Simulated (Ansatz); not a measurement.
The reference is TiSi2 (space group Fddd, No. 70; a = 4.7804 Å, b = 8.2321 Å, c = 8.5219 Å). Axes: x, y, z lie along a, b, c of the conventional cell.

Calculations: Kohn–Sham DFT with the r2SCAN functional, run in Ansatz (a first-principles code) with PAW and 500 eV plane waves, no spin-orbit coupling, earlier PAW set.

Base values:

| Quantity | Result |
|---|---|
| Shortest interatomic distance | 2.520 Å |
| Pressure | 0.0 GPa |
| Band gap | zero |

Perturbation: uniaxial strain ε_zz = +0.80 %, all other strain components held at zero, atoms relaxed at fixed cell.

Q: How does this affect the energy relative to the base, shortest interatomic distance, pressure and band gap?

A: The energy grows by 1.1 meV/atom; the shortest interatomic distance rises by 0.0129 Å, from 2.520 Å to 2.532 Å; the pressure (mean of the normal stresses, compression positive) goes from zero to -1.4 GPa; the band gap stays zero.

Without a gap, meshes like the base's 13×13×13 leave anisotropic stresses uncertain by several tenths of a GPa, and small strain energies with them. Stability against distortions was not tested. The final runs are not spin-polarised.
